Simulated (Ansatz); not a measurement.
## ZnIn₂O₄ (space group I-4, No. 82; a hypothetical phase, not in the database extracts checked)

```cif
data_In2O4Zn
_chemical_formula_sum 'In2 Zn1 O4'
_space_group_name_H-M_alt 'P 1'
_space_group_IT_number 1
_cell_length_a 6.01296
_cell_length_b 6.01296
_cell_length_c 6.01296
_cell_angle_alpha 134.042
_cell_angle_beta 134.042
_cell_angle_gamma 67.023
loop_
_space_group_symop_operation_xyz
  'x, y, z'
loop_
_atom_site_label
_atom_site_type_symbol
_atom_site_fract_x
_atom_site_fract_y
_atom_site_fract_z
_atom_site_occupancy
In1 In 0.50000 0.50000 0.00000 1
In2 In 0.25000 0.75000 0.50000 1
Zn1 Zn 0.00000 0.00000 0.00000 1
O1 O 0.33506 0.85336 0.96237 1
O2 O 0.89099 0.37269 0.03763 1
O3 O 0.14664 0.10901 0.48170 1
O4 O 0.62731 0.66494 0.51830 1
```

Calculations: DFT with PBEsol, PAW potentials and a 420 eV plane-wave cutoff in Ansatz (a program for electronic structure), spin-orbit coupling left out. k-mesh 10×10×10 (Γ-centred); smearing 0.05 eV (Fermi–Dirac).

- Volume per atom: 15.79 Å³
- Density: 5.40 g/cm³
- Band gap: 0.83 eV, direct at Γ
- Electron mass: 0.20 mₑ along c, 0.18 mₑ across
- Lowest conduction-band minima above the VBM: Γ 0.83 eV
- Total energy: -2367.757 eV/atom (σ→0; compares only within this code and set-up)

Masses are band curvatures over ±0.01 Å⁻¹ around the edge. Stability against distortions was not tested.
